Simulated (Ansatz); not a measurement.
Structures of equal composition on the (0001) surface of hcp Ru: a layer of In in place of the second plane; a layer of In in place of the third plane. The slabs share one bottom face, and each structure is named by its start. These are constructed structures in small cells; real faces may alloy, dewet or reconstruct in larger ones, and not all known structures of the face are among them. Slabs of about 11 Å, Fermi-Dirac smearing of 0.1 eV. Bottom of the slabs: a bare face, its two planes held. Relaxed from the named starts with such symmetry as they have, on meshes of like density; energies extrapolated to zero smearing; spin only where a row says so; no spin-orbit coupling, no U. Brackets mark spin-polarised runs, whose order is one that fits the cell.

Calculation: PBE (plane waves to 420 eV, PAW; Ansatz, a quantum-chemistry and plane-wave program).

Rank these by energy per 1x1 cell (lowest first), as PBE gives it.

a layer of In in place of the third plane (0.000 eV), a layer of In in place of the second plane (0.145 eV)
